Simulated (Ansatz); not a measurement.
Consider ZnS in the wurtzite structure (space group P6_3mc, No. 186; a = 3.8451 Å, c = 6.3057 Å). Axes: x lies along a and z along c of the hexagonal cell.

Level of theory: DFT with PBE, PAW potentials and a 420 eV plane-wave cutoff in Ansatz (a program for electronic structure), no spin-orbit coupling, earlier PAW set.

Modification: the cell is stretched by 3.20 % along z with no lateral relaxation; the atoms relax in the strained cell.

Problem. Predict the stress tensor and what it implies for the stiffness.

Solution. Stress of the strained cell less that of the base (GPa, compression positive):
```
  -1.07    0.00    0.00
   0.00   -1.07    0.00
   0.00    0.00   -4.05
```

Then −Δσ_ii/ε with ε = 0.0320 gives secant stiffness values (nonlinear terms included at this strain): C33 ≈ 126 GPa, C13 ≈ 33 GPa and C23 ≈ 33 GPa.

As a check, the harmonic strain energy −½ V₀ Δσ:ε is 8.2 meV/atom; the computed energy rise is 8.4 meV/atom.

No phonon test of stability was made.
